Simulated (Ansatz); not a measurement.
Take PbTe in the rock salt structure (space group Fm-3m, No. 225) as the base.

```
CELL_PARAMETERS angstrom
      0.00000     3.26715     3.26715
      3.26715     0.00000     3.26715
      3.26715     3.26715     0.00000
ATOMIC_POSITIONS crystal
  Te 0.50000 0.50000 0.50000
  Pb 0.00000 0.00000 0.00000
```

Cartesian axes are those of the cell as printed.

The values are results of Ansatz (a program for electronic structure) r2SCAN, spin-orbit coupling left out, not measurements.

Strains are applied to the cell and any free atomic positions relax; under biaxial strain the out-of-plane vector relaxes too.

One change was made to it. Results:

| quantity | base | after |
|---|---|---|
| band gap | 1.09 eV | 0.88 eV |
| pressure (mean of the normal stresses, compression positive) | 0.00 GPa | 0.54 GPa |
| energy relative to the base (free energy F) | 0 meV/atom | +2.2 meV/atom |
| hole mass | 0.57 mₑ along k, 0.088 mₑ across (at L) | 0.47 mₑ along k, 0.082 mₑ across (at L) |

Which of these changes matches the shifts?
(A) biaxial strain −0.42 %, plane normal [111], relaxed out of plane
(B) biaxial strain −1.25 %, plane normal [111], relaxed out of plane
(C) biaxial strain −2.08 %, plane normal [111], relaxed out of plane

B, biaxial strain −1.25 %, plane normal [111], relaxed out of plane. For comparison, the band gap in the other runs: biaxial strain −0.42 %, plane normal [111], relaxed out of plane gives 1.02 eV; biaxial strain −2.08 %, plane normal [111], relaxed out of plane gives 0.71 eV.

Spin-orbit coupling, missing from the scalar runs, can matter with Pb and Te. Masses are band curvatures over ±0.01 Å⁻¹ around the edge. Along k means along the line from Γ to the band edge. Whether these cells are dynamically stable was not tested.
